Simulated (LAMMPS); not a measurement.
An MD run on Ni (fcc) with 50 % of Ni sites Pt, 4000 atoms, at 1320 K and 0 GPa, heated as the crystal.

Computed with classical MD, pair style eam, the elements' _u3.eam files (universal-3 set of Foiles, Baskes and Daw); code LAMMPS.

```csv
angle (°),"probability per degree, Ni-Pt-Pt","probability per degree, Pt-Pt-Pt","probability per degree, Ni-Pt-Ni"
37.50,0.0000,0.0000,0.0000
40.50,0.0001,0.0000,0.0001
43.50,0.0012,0.0004,0.0010
46.50,0.0046,0.0023,0.0037
49.50,0.0101,0.0068,0.0074
52.50,0.0161,0.0129,0.0133
55.50,0.0202,0.0200,0.0173
58.50,0.0205,0.0217,0.0196
61.50,0.0173,0.0196,0.0180
64.50,0.0125,0.0140,0.0142
67.50,0.0082,0.0098,0.0112
70.50,0.0055,0.0061,0.0083
73.50,0.0044,0.0048,0.0054
76.50,0.0041,0.0044,0.0044
79.50,0.0050,0.0051,0.0049
82.50,0.0061,0.0066,0.0055
85.50,0.0077,0.0077,0.0069
88.50,0.0089,0.0085,0.0082
91.50,0.0091,0.0087,0.0082
94.50,0.0084,0.0082,0.0079
97.50,0.0073,0.0071,0.0069
100.5,0.0065,0.0065,0.0064
103.5,0.0063,0.0066,0.0062
106.5,0.0078,0.0082,0.0070
109.5,0.0096,0.0098,0.0093
112.5,0.0117,0.0124,0.0114
115.5,0.0137,0.0135,0.0133
118.5,0.0141,0.0142,0.0144
121.5,0.0137,0.0139,0.0136
124.5,0.0117,0.0109,0.0126
127.5,0.0099,0.0089,0.0110
130.5,0.0075,0.0069,0.0081
133.5,0.0056,0.0054,0.0064
136.5,0.0041,0.0039,0.0043
139.5,0.0029,0.0033,0.0029
142.5,0.0021,0.0023,0.0020
145.5,0.0015,0.0016,0.0012
148.5,0.0012,0.0012,0.0009
151.5,0.0010,0.0013,0.0010
154.5,0.0012,0.0014,0.0013
157.5,0.0017,0.0021,0.0018
160.5,0.0025,0.0029,0.0028
163.5,0.0033,0.0034,0.0038
166.5,0.0043,0.0041,0.0046
169.5,0.0042,0.0052,0.0050
172.5,0.0041,0.0046,0.0052
175.5,0.0029,0.0031,0.0033
178.5,0.0011,0.0011,0.0011
```

The data show:
- state found: crystal; no diffusion seen in 30 ps
- most common Ni-Pt-Pt angle: in the 3° bin centred on 58.5° (mean of all 96°)
- most common Pt-Pt-Pt angle: in the 3° bin centred on 58.5° (mean of all 97°)
- most common Ni-Pt-Ni angle: in the 3° bin centred on 58.5° (mean of all 97°)

Caution: the random arrangement on this lattice is imposed, and need not be a phase that exists in equilibrium. Caution: a run this short can hold a crystal over, or a liquid under, the potential's melting point.
